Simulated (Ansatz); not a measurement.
An Ansatz (a program for electronic structure) run: hypothetical P6_3/mmc SiS2 with a change (S → Se); PBEsol-D3(BJ) (Ansatz; PAW; 420 eV plane waves; no spin-orbit coupling).

Input:

Ansatz 0.2 input:
```yaml
crystal:
  lattice:
    - [3.4402233592, 0, 0]
    - [-1.7201116796, 2.9793208237, 0]
    - [0, 0, 11.0335826199]
  atoms:
    - { symbol: Si, position: [0.3333333333, 0.6666666667, 0.25] }
    - { symbol: Si, position: [0.6666666667, 0.3333333333, 0.75] }
    - { symbol: Se, position: [0.3333333333, 0.6666666667, 0.6079905415] }
    - { symbol: Se, position: [0.6666666667, 0.3333333333, 0.1079905415] }
    - { symbol: Se, position: [0.6666666667, 0.3333333333, 0.3920094585] }
    - { symbol: Se, position: [0.3333333333, 0.6666666667, 0.8920094585] }
basis: { ecutwfc: 420, ecutrho_ratio: 4, xc_grid: 2, fft_grid_basis: typed }
kpoints: { mp_grid: { grid: [16, 16, 5] } }
hamiltonian:
  xc: pbesol
  dispersion: d3bj
  pseudopotentials: { kind: paw }
scf: { occupations: { method: fermi_dirac, width: 0.05 }, convergence: { dr2_threshold: 0.0000000006 } }
output: { forces: true, stress: true }
checkpoint: { write: state.ck, write_every: 1000 }
```

Output (explanatory and most iteration lines left out):

```
Pseudopotential: Si, paw, valence charge 4
Pseudopotential: Se, paw, valence charge 16
Crystal: 6 atoms, lattice volume = 113.089 Å³
Basis set: ecut = 420 eV, 2185 PW (Γ), exchange–correlation on 48×48×150 points (8 copies of the dense FFT grid, shifted against one another)
Bands: 42, of which v1, the nominal top of the filled ones, is band 36 counted from 1 (35 counted from 0)
Symmetry: 24 space group operations
Space group: P63/mmc (ITA 194), of the structure as read, at distance tolerance 4.8e-5 Å
k-points: 90 of 1280
Functional: x = pbesol(κ = 0.804, μ = 0.12345679012345678), c = pbesol(β = 0.046)
SCF iter   1: F=—  HF=-22941.977017 eV  |F-HF|=—  |Δ(HF+E_count)|=         —  Δρ=4.55e-3  dr2=8.13e-2  ethr=1.77e-3  ⟨swp⟩=7.3  Hψ=14874  notcnv=0
SCF iter   2: F=—  HF=-22941.967784 eV  |F-HF|=—  |Δ(HF+E_count)|=   9.23e-3  Δρ=2.76e-3  dr2=3.34e-2  ethr=1.13e-4  ⟨swp⟩=1.3  Hψ=4546  notcnv=0  defer=10
SCF 1 converged in 9 iterations: F = -22941.961546 eV  dr2 = 2.90e-10
SCF converged after 9 iterations
Free energy (F): -22941.961546 eV
Internal energy: -22941.941300 eV  (E = F + TS)
E sigma→0 (E₀):  -22941.951423 eV
Entropy (-TS):   -0.020247 eV (-3.374 meV/atom)
Fermi energy:    10.759387 eV
  E_disp       = -2.155876  (pairwise vdW)
--- Forces (eV/Å), atoms counted from 1 ---
  atom   1  Si     0.00000000    -0.00000000     0.00000000
  atom   2  Si    -0.00000000     0.00000000     0.00000000
  atom   3  Se     0.00000000     0.00000000    -0.00057325
  atom   4  Se    -0.00000000    -0.00000000    -0.00057325
  atom   5  Se    -0.00000000    -0.00000000     0.00057325
  atom   6  Se     0.00000000     0.00000000     0.00057325
--- Stress (GPa, compression-positive) ---
        0.005394      -0.000000       0.000000
        0.000000       0.005394       0.000000
        0.000000       0.000000       0.006862
  P = ⅓ Tr σ = 0.0059 GPa (0.059 kbar)
```

No phonon test of stability was made. The final runs are not spin-polarised. The cell was made from SiS2 by this change: S → Se; the result is a hypothetical phase, not in the database extracts checked.
